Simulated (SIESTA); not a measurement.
A series of runs on Ca5B3N6 (Im-3m, 14 atoms in the cell)

```yaml
crystal:
  lattice:
    - [-3.78612, 3.78612, 3.78612]
    - [3.78612, -3.78612, 3.78612]
    - [3.78612, 3.78612, -3.78612]
  atoms:
    - { symbol: Ca, position: [0.50000, 0.50000, 0.50000] }
    - { symbol: Ca, position: [0.50000, 0.00000, 0.00000] }
    - { symbol: Ca, position: [0.00000, 0.00000, 0.50000] }
    - { symbol: Ca, position: [0.00000, 0.50000, 0.00000] }
    - { symbol: Ca, position: [0.00000, 0.00000, 0.00000] }
    - { symbol: B, position: [0.00000, 0.50000, 0.50000] }
    - { symbol: B, position: [0.50000, 0.00000, 0.50000] }
    - { symbol: B, position: [0.50000, 0.50000, 0.00000] }
    - { symbol: N, position: [0.00000, 0.31761, 0.31761] }
    - { symbol: N, position: [0.00000, 0.68239, 0.68239] }
    - { symbol: N, position: [0.31761, 0.00000, 0.31761] }
    - { symbol: N, position: [0.68239, 0.00000, 0.68239] }
    - { symbol: N, position: [0.31761, 0.31761, 0.00000] }
    - { symbol: N, position: [0.68239, 0.68239, 0.00000] }
```

Base run A: GGA PBEsol, numerical atomic orbitals DZP, PseudoDojo PBEsol standard norm-conserving potentials (rewritten from UPF to PSML) run with SIESTA, self-consistent single point.

Its settings: XC.functional = GGA; XC.authors = PBEsol; potentials = PseudoDojo PBEsol standard; PAO.BasisSize = DZP; PAO.EnergyShift = 0.01 Ry; MeshCutoff = 350 Ry; kgrid.MonkhorstPack = 4 4 4; OccupationFunction = FD; ElectronicTemperature = 0.1 eV; MaxSCFIterations = 150; SCF.Mixer.Method = Pulay; SCF.Mixer.Weight = 0.1; SCF.Mixer.History = 6; SCF.DM.Tolerance = 1.0E-04.

The starting cell comes from a database of computed structures (which also holds hypothetical and non-ambient phases and stackings), without a prior relaxation at this level. Its lattice was rescaled by a random factor within 2.5 % of one. Values carry the incompleteness of an atom-centred basis. In the base run, with a pressure of about -3 GPa the cell is away from its equilibrium volume at this level.

ΔF is the free energy per atom less that of run A. 

Runs B, C sample the zone with one or two k-points, far too few for so small a cell.

```csv
run,kgrid.MonkhorstPack,ΔF (meV/atom),pressure (GPa),largest force (eV/Å),k-points
A,4 4 4,0.00,-3.37,0.254,44
B,1 1 1,-53.9,-4.50,0.547,1
C,1 1 1 shifted by 0.5 0.5 0.5,132.6,-2.89,0.160,1
D,2 2 2,15.5,-3.38,0.274,8
E,2 2 2 shifted by 0.5 0.5 0.5,-7.4,-3.42,0.294,4
F,3 3 3,-2.7,-3.32,0.269,14
G,3 3 3 shifted by 0.5 0.5 0.5,1.98,-3.37,0.242,18
H,4 4 4 shifted by 0.5 0.5 0.5,-2.0,-3.36,0.269,32
I,4 4 4 shifted by 0.0 0.0 0.5,-1.66,-3.37,0.267,32
```

Run H against A: The free energy falls by 2.0 meV/atom, the pressure moves little (-3.37 to -3.36 GPa) and the largest force goes from 0.254 to 0.269 eV/Å.

Run I against A: The free energy drops by 1.7 meV/atom, the pressure stays at -3.37 GPa and the largest force goes from 0.254 to 0.267 eV/Å.
